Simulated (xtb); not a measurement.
xtb 6.7.1, GFN1-xTB: Hf(Me)(SH)3 ([CH3][Hf]([SH])([SH])[SH]), 11 atoms. The geometry is a generated start, not checked to be a minimum at this level.

* **method**: GFN1-xTB
* **--acc**: 1 (default)
* **--etemp (K)**: 300 (default)
* **detailed input (--input)**: none: ANC optimiser, Lindh (1995) Hessian, microcycle=20, maxdispl=1.0, hlow=0.01 (default)
* **basis functions**: 56
* **valence electrons**: 32

```xyz
11

Hf    -0.2883    -0.6100     0.1540
C      1.3119     0.5675    -0.9004
H      1.5903     0.1371    -1.8741
H      2.2314     0.6090    -0.2972
H      1.0117     1.6095    -1.0910
S      0.7788    -0.9904     2.4351
H      0.5737     0.2708     2.8165
S     -1.1362    -2.5864    -1.1773
H     -2.3602    -2.0742    -1.3053
S     -2.2269     1.0448     0.3614
H     -1.4862     2.0223     0.8785
```

Charge 0 and multiplicity 1 are set for this test and not shown to be the ground state.

The structure is relaxed from this start with --opt LEVEL for the levels crude, sloppy, loose, lax, normal, tight, vtight, extreme, once each. Up to the end of the extreme run atoms move by at most 1.5 Å along an axis.

Q: What is the loosest level that ends within 20 meV of the extreme run, and how many cycles does it take?

A: normal: 76 cycles against 237, ending 7.0 meV above.

| level | cycles | energy above the extreme run (meV) | gradient norm (eV/Å) |
|---|---|---|---|
| crude | 10 | 56 | 0.23 |
| sloppy | 11 | 54 | 0.21 |
| loose | 13 | 52 | 0.085 |
| lax | 38 | 27 | 0.12 |
| normal | 76 | 7.0 | 0.036 |
| tight | 87 | 5.8 | 0.020 |
| vtight | 145 | 1.5 | 0.0093 |
| extreme | 237 | — | 0.0020 |
